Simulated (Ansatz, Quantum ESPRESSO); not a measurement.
Code comparison for MgH₂ (P4_2/mnm, 6 atoms in the cell)

Zone-centre phonon calculation.

```
MgH2
1.0
    4.53220     0.00000     0.00000
    0.00000     4.53220     0.00000
    0.00000     0.00000     3.02965
Mg H
2 4
Direct
  0.50000   0.50000   0.50000
  0.00000   0.00000   0.00000
  0.69557   0.69557   0.00000
  0.30443   0.30443   0.00000
  0.80443   0.19557   0.50000
  0.19557   0.80443   0.50000
```

Shared settings, as Ansatz (a first-principles code) writes them: kpoints.mp_grid.grid = 6 6 9; scf.occupations.method = fixed. Potentials and cutoffs stand in the table.

| code | model | highest zone-centre frequency, without LO-TO term (cm⁻¹) | mean ε∞ at this mesh | cutoff |
|---|---|---|---|---|
| Ansatz | PBE, PAW files | 1447 | 3.97 | 420 eV |
| Quantum ESPRESSO | PBE, GBRV 1.5 ultrasoft (PBE) pseudopotentials | 1447 | 3.97 | 40 Ry |

The spread over the programs that give each value: highest zone-centre frequency, without LO-TO term within 0.0 cm⁻¹; mean ε∞ at this mesh within 0.00 .

The starting cell comes from a database of computed structures (which also holds hypothetical and non-ambient phases and stackings), without a prior relaxation at this level. Its lattice was rescaled by a random factor within 2.5 % of one.

Keys are those of Ansatz 0.2.
